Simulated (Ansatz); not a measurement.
metastable rock-salt NbN: the defect Hf_Nb

All values below come from PBE, PAW (plane waves to 420 eV; Ansatz, a program for electronic structure). Cell and caveats: 64-site cell; 4×4×4 shifted k-points; start: the Nb site; no spin–orbit coupling; finite-size errors of tenths of an eV; the relaxation kept the symmetry of the starting site.

Neighbours after relaxation, in Å: of the Hf atom: N 2.21, N 2.21, N 2.21, N 2.21, N 2.21, N 2.21.

Formation energies E_f are those of the neutral cell. Chemical conditions: N-rich (Δμ(Nb) = -1.91 eV, Δμ(Hf) = -3.51 eV, bounded by Hf3N4 (I-43d); only phases computed here count, gases as isolated molecules at 0 K); Nb-rich (Δμ(Nb) = 0.00 eV, Δμ(Hf) = -1.40 eV, bounded by rock-salt HfN; only phases computed here count, gases as isolated molecules at 0 K). Reference phases: Hf: hcp Hf, Nb: bcc Nb.

| charge | moment (μB) | point group | largest move off a lattice site (Å) | E_f, N-rich (eV) | E_f, Nb-rich (eV) |
|---|---|---|---|---|---|
| 0 | not spin-polarised | Oh | 0.03 | 0.19 | -0.01 |

Point groups are those of the whole cell at tolerances of 0.03 and 0.1 Å ("near" where only the looser one holds); none is given for unsettled states.

All states together cost very roughly 4 core-minutes.
